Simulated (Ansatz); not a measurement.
**CdTe under a change: isotropic strain −2.00 %**

Consider CdTe in the zinc blende structure (space group F-43m, No. 216; a = 6.489 Å).

The change: the cell is scaled by 0.9800 in all directions; the atoms relax in the strained cell.

Calculations: Kohn–Sham DFT with the PBEsol functional, run in Ansatz (a quantum-chemistry and plane-wave program) with PAW and 420 eV plane waves, no spin-orbit coupling. Settings: 9×9×9 k-points, 0.05 eV Fermi–Dirac smearing.

| quantity | base | changed | shift |
|---|---|---|---|
| volume per atom | 34.15 Å³ | 32.14 Å³ | -2.01 Å³ |
| shortest interatomic distance | 2.810 Å | 2.754 Å | -0.056 Å |
| energy relative to the base (free energy F) | 0 meV/atom | +17 meV/atom | +17 meV/atom |
| band gap | 0.65 eV | 0.83 eV | +0.18 eV |
| gap character | direct at Γ | direct at Γ | – |
| mean gap deformation potential ΔEg/Δln V | – | -3.0 eV | – |
| width of the top valence band | 2.21 eV | 2.48 eV | +0.27 eV |
| electron mass | 0.055 mₑ (at Γ) | 0.065 mₑ (at Γ) | – |
| hole mass (degenerate bands, along [100]) | 0.056, 0.51, 0.51 mₑ (at Γ) | 0.066, 0.46, 0.46 mₑ (at Γ) | – |
| valley order (the lowest conduction-band minima on the path, energy above the VBM, named in the base's zone) | Γ 0.65 eV; L along ⟨111⟩ 1.74 eV | Γ 0.83 eV; L along ⟨111⟩ 1.79 eV | – |

Cost of the whole job for the changed cell (relaxation, final SCF and bands): very roughly 27 core-seconds.

With Te present, leaving out spin-orbit coupling can change the band edges. Masses are band curvatures over ±0.01 Å⁻¹ around the edge. No phonon test of stability was made.
